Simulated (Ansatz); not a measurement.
The starting structures come from a database of crystals and need not be the phases stable at ambient conditions.

By PBEsol, the system below comes out a metal.

The ballistic (Sharvin) conductance counts the channels at the Fermi level: G/A = (e²/h) × channels of both spins per area.

Data:

```
CELL_PARAMETERS angstrom
      3.17495     0.00000     0.00000
      0.00000     4.49006     0.00000
      0.00000     2.24503     2.24503
ATOMIC_POSITIONS crystal
  Ta 0.00000 0.00000 0.00000
  Tc 0.50000 0.50000 0.00000
```

Space group of this cell: Pm-3m, CsCl type. The cell is taken as given; by PBEsol its mean pressure is -5.6 GPa.

The current flows along the normal of the first two printed cell vectors, the (110) plane of the conventional cell. No spin-orbit coupling; the value is a mean over 0.1 eV about the Fermi level.

Problem. Give the ballistic conductance per area that PBEsol in Ansatz (a first-principles code) yields.

Solution. 0.52 × 10¹⁵ S/m² for both spins.
